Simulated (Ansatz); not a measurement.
Consider interstitial Al in corundum, charge state +3. Calculation: PBE, PAW (plane waves to 420 eV; Ansatz, a first-principles code).

Settings: 120 host sites, the relaxed PBE lattice, the Γ point alone, smearing 0.01 eV, spin-restricted, no image-charge correction. Energies are static. The charge state is imposed; whether it is stable for some Fermi level was not computed. Sites that were not tried may lie lower. The start lies 0.96 eV above the lowest site run (PBE).

Barriers: single points on a 2×2×2 k-point mesh shifted by half a step along c at the bands' geometries.

The step: a concerted move, in which Al travels most (a rearrangement that moves the defect's centre by under 1 Å); the atom moves 1.22 Å along (0.00, 0.00, -0.09) of the unit cell; the moving atom starts with neighbours 3 O at 1.74, 3 O at 2.25 Å and ends with 3 O at 1.74, 3 O at 2.25 Å.

Problem. Give the migration barrier of this step at the level PBE, PAW.

Solution. 0.26 eV, the same both ways. At the saddle the moving atom has neighbours 3 O at 1.69 Å. The program found a first-order saddle point.
